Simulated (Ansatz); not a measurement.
Functionals compared on H2O on the 1x1 (0001) surface of corundum (cut with top plane Al), one in a 1x1 cell, started at the site 'top O', in Ansatz (plane waves, PAW). The structure was relaxed with PBE; the other rows are single points on it, each with its references at the same level. Cutoff 420 eV (500 eV for r2SCAN). HSE06 used the coarser mesh 4x4x1.

Host crystal: corundum, with a band gap (PBE, scalar-relativistic without spin-orbit coupling).

Slab: 23 atoms, 6.7 Å thick at the start under the adsorbate (thin: gaps and levels are the slab's own); k 6x6x1, smearing 0.01 eV, dipole-corrected; 9 atoms held, the rest relaxed; no symmetry held; no spin, no spin-orbit, no U, no dispersion correction. At the end it is bonded to Al. In PBE it is, or lies within 0.03 eV of, the lowest of the starts that converged. These notes are the PBE run's. Adsorption energies are against H2O(g). A negative adsorption energy means that the adsorbate is more stable on the surface than in its reference.

A dash marks a value that is undefined for that row or was read on another mesh.

| functional | adsorption energy (eV) | gap of the slab on its k-mesh (eV) | highest filled level below the top vacuum level (eV) | rough cost of the single point |
|---|---|---|---|---|
| PBE | -0.95 | 3.48 | 4.94 | – |
| RPBE | -0.71 | 3.33 | 4.80 | very roughly 60 core-seconds |
| r2SCAN | [?] | [?] | [?] | roughly 110 core-seconds |
| HSE06 | -0.95 | – | – | about 14 core-minutes (a rough figure) |

Question: What belongs in the gaps?

Answer: 
- r2SCAN, adsorption energy (eV): -1.11
- r2SCAN, gap of the slab on its k-mesh (eV): 4.24
- r2SCAN, highest filled level below the top vacuum level (eV): 5.23

Ansatz is a first-principles code.
